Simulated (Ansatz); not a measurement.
The starting structures come from a database of crystals and need not be the phases stable at ambient conditions.

 Where the default PAW files enter, the runs use the earlier of Ansatz's two default sets.

Evanescent states of Ca₃AsCl₃ (Pm-3m, not sure to be the ambient phase, 7 atoms a cell, 27.2 Å³ an atom) along the normal of (111)

These are r2SCAN (plane waves, PAW; Ansatz, a first-principles code) values and carry that method's errors.

The gap is the functional's own. No spin-orbit coupling. Mid-gap values are interpolated on the energy grid.

Energies count from the valence-band top; κ is the least over a 6×6 mesh across the current.

| E (eV) | κ (1/Å) | where |
|---|---|---|
| 0.06 | 0.068 | Γ |
| 0.18 | 0.114 | Γ |
| 0.30 | 0.142 | Γ |
| 0.42 | 0.161 | Γ |
| 0.54 | 0.176 | Γ |
| 0.66 | 0.187 | Γ |
| 0.78 | 0.195 | Γ |
| 0.90 | 0.200 | Γ |
| 1.02 | 0.204 | Γ |
| 1.14 | 0.205 | Γ |
| 1.26 | 0.204 | Γ |
| 1.38 | 0.200 | Γ |
| 1.50 | 0.194 | Γ |
| 1.62 | 0.186 | Γ |
| 1.74 | 0.173 | Γ |
| 1.86 | 0.156 | Γ |
| 1.98 | 0.130 | Γ |
| 2.10 | 0.089 | Γ |

Problem. How thick must the barrier be to attenuate the transmission by 10^4 when the electrodes' Fermi level lies at 1.02 eV, and what attenuation does that film give at 1.74 eV?

Solution. d = 4 ln 10 / (2 × 0.204) = 22.6 Å. At 1.74 eV it gives 4 × 0.173/0.204 = 3.4 decades.
